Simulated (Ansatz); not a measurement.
# PbTe: pressure 7.5 GPa

Base system: PbTe in the rock salt structure (space group Fm-3m, No. 225; a = 6.5342 Å).

Now apply this change: a hydrostatic pressure of 7.5 GPa.

Method: r2SCAN (Ansatz, a program for electronic structure), without spin-orbit coupling. Settings: 9×9×9 k-points, 0.05 eV Fermi–Dirac smearing.

The volume per atom falls by 4.327 Å³ (34.87 Å³ → 30.55 Å³) and the density rises by 1.13 g/cm³ to 9.10 g/cm³. The lattice parameter a decreases by 0.282 Å, from 6.534 Å to 6.252 Å and the shortest interatomic distance decreases by 0.141 Å, from 3.267 Å to 3.126 Å. The enthalpy H = E + PV relative to the base's energy is +1.52 eV/atom and the band gap shrinks by 0.335 eV to 0.75 eV. The gap character is still direct at L and the width of the top valence band grows by 0.92 eV, from 2.77 eV to 3.69 eV. The electron mass becomes 0.27 mₑ along k, 0.11 mₑ across (at L) (base: 0.34 mₑ along k, 0.12 mₑ across (at L)) and the hole mass goes from 0.57 mₑ along k, 0.088 mₑ across (at L) to 0.39 mₑ along k, 0.049 mₑ across (at L). The valley order (the lowest conduction-band minima on the path, energy above the VBM, named in the base's zone) becomes L along ⟨111⟩ 0.75 eV; a point along ⟨110⟩, about 0.5 Å⁻¹ from Γ 1.39 eV; a point along ⟨100⟩, about 0.3 Å⁻¹ from Γ 1.86 eV (base: L along ⟨111⟩ 1.09 eV; a point along ⟨110⟩, about 0.5 Å⁻¹ from Γ 1.61 eV; a point along ⟨100⟩, about 0.3 Å⁻¹ from Γ 2.01 eV).

Final structure:

```xyz
2
Lattice="0.0000 3.1260 3.1260 3.1260 0.0000 3.1260 3.1260 3.1260 0.0000" Properties=species:S:1:pos:R:3 pbc="T T T"
Te     0.0000     0.0000     0.0000
Pb     3.1260     3.1260     3.1260
```

Cost of the whole job for the changed cell (relaxation, final SCF and bands): roughly 18 core-seconds.

Spin-orbit coupling, missing from the scalar runs, can matter with Pb and Te. Load acts through the strain it causes; cell and atoms are relaxed under it. Effective masses come from finite differences of ±0.01 Å⁻¹. Along k means along the line from Γ to the band edge. Stability against distortions was not tested. Competing high-pressure phases were not computed.
